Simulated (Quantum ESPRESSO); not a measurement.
Habitual settings against a tight run: Al3GePd4 (R3, 8 atoms in the cell)

Self-consistent single point.

```
Al3GePd4
1.0
    3.43304     1.98207     2.78909
   -3.43304     1.98207     2.78909
    0.00000    -3.96414     2.78909
Al Ge Pd
3 1 4
Cartesian
 -0.63491   2.37230   4.60761
 -1.73702  -1.73600   4.60761
  2.37192  -0.63630   4.60761
  0.00000   0.00000   2.89282
  0.00000   0.00000   5.42453
  0.70312  -2.39892   3.77509
  1.72596   1.80838   3.77509
 -2.42908   0.59054   3.77509
```

Method of the run: PBEsol, PSlibrary ultrasoft (PBE) pseudopotentials (plane waves; Quantum ESPRESSO 7.5).

Base settings: ecutwfc = 40 Ry; ecutrho = 480 Ry; occupations = smearing; smearing = mp; degauss = 0.0073499 Ry; input_dft = pbesol; K_POINTS = automatic 6 6 6 0 0 0; conv_thr = 1e-10 Ry.

Tight run (finer mesh or higher cutoff; not a proven limit): ecutwfc: 40 Ry → 56 Ry; ecutrho: 480 Ry → 672 Ry; conv_thr: 1e-10 Ry → 7.3e-11 Ry; K_POINTS: automatic 6 6 6 0 0 0 → automatic 9 9 9 0 0 0. It gave Fermi level (on the code's own zero) 13.30 eV; pressure 3.51 GPa; largest force (vector length) 0.059 eV/Å.

Quick runs, as changes from the base:
- A: the base itself
- B: ecutwfc: 40 Ry → 28 Ry; ecutrho: 480 Ry → 336 Ry; smearing: mp → gauss; degauss: 0.0073499 Ry → 0.0099958 Ry; input_dft: pbesol → default; pseudopotentials: {Al: Al.pbe-n-rrkjus_psl.1.0.0.UPF, Ge: Ge.pbe-n-rrkjus_psl.1.0.0.UPF, Pd: Pd.pbe-n-rrkjus_psl.1.0.0.UPF} → {Al: Al.pz-n-rrkjus_psl.1.0.0.UPF, Ge: Ge.pz-n-rrkjus_psl.1.0.0.UPF, Pd: Pd.pz-n-rrkjus_psl.1.0.0.UPF}; K_POINTS: automatic 6 6 6 0 0 0 → automatic 4 4 4 0 0 0 [LDA (PZ)]
- C: ecutwfc: 40 Ry → 28 Ry; ecutrho: 480 Ry → 336 Ry; smearing: mp → cold; degauss: 0.0073499 Ry → 0.0099958 Ry; K_POINTS: automatic 6 6 6 0 0 0 → automatic 8 8 8 0 0 0
- D: ecutwfc: 40 Ry → 32 Ry; ecutrho: 480 Ry → 384 Ry; smearing: mp → cold; degauss: 0.0073499 Ry → 0.0147 Ry; K_POINTS: automatic 6 6 6 0 0 0 → automatic 2 2 2 1 1 1
- E: ecutwfc: 40 Ry → 20 Ry; ecutrho: 480 Ry → 240 Ry; input_dft: pbesol → default; pseudopotentials: {Al: Al.pbe-n-rrkjus_psl.1.0.0.UPF, Ge: Ge.pbe-n-rrkjus_psl.1.0.0.UPF, Pd: Pd.pbe-n-rrkjus_psl.1.0.0.UPF} → {Al: Al.pz-n-rrkjus_psl.1.0.0.UPF, Ge: Ge.pz-n-rrkjus_psl.1.0.0.UPF, Pd: Pd.pz-n-rrkjus_psl.1.0.0.UPF}; K_POINTS: automatic 6 6 6 0 0 0 → automatic 8 8 8 0 0 0 [LDA (PZ)]
- F: ecutwfc: 40 Ry → 24 Ry; ecutrho: 480 Ry → 288 Ry; smearing: mp → gauss; degauss: 0.0073499 Ry → 0.036749 Ry; K_POINTS: automatic 6 6 6 0 0 0 → automatic 3 3 3 0 0 0

Energies are extrapolated to zero smearing width, which holds to low order in the width alone (under cold and Methfessel-Paxton smearing the free energy itself is taken).

Dashes: energy of B, E, another energy zero; time of F, under 30 s.

† marks runs with another functional, U, potentials or spin treatment: their distance from the tight run is not a convergence error alone.

The count of work is k-points × plane waves × bands × iterations; it is no time. Core times come from one kind of shared machine and are given to one figure; runs under 30 s give none.

The starting cell comes from a database of computed structures (which also holds hypothetical and non-ambient phases and stackings), without a prior relaxation at this level. Its lattice was rescaled by a random factor within 2.5 % of one. Spin polarisation is off.

| run | energy less tight (meV/atom) | pressure less tight (GPa) | largest miss in a force vector (eV/Å) | count of work / tight | core time / tight (rough) |
|---|---|---|---|---|---|
| A | 21.3 | -0.88 | 0.017 | 0.19 | 0.3 |
| B† | – | -9.92 | 0.047 | 0.037 | 0.08 |
| C | 66.4 | -5.35 | 0.015 | 0.26 | 0.4 |
| D | 38.7 | -0.19 | 0.287 | 0.0063 | 0.09 |
| E† | – | -126.90 | 0.171 | 0.14 | 0.2 |
| F | 383.3 | -33.40 | 0.047 | 0.012 | – |

Among the runs at the tight run's level, the energy misses run from 21.3 to 383.3 meV/atom.
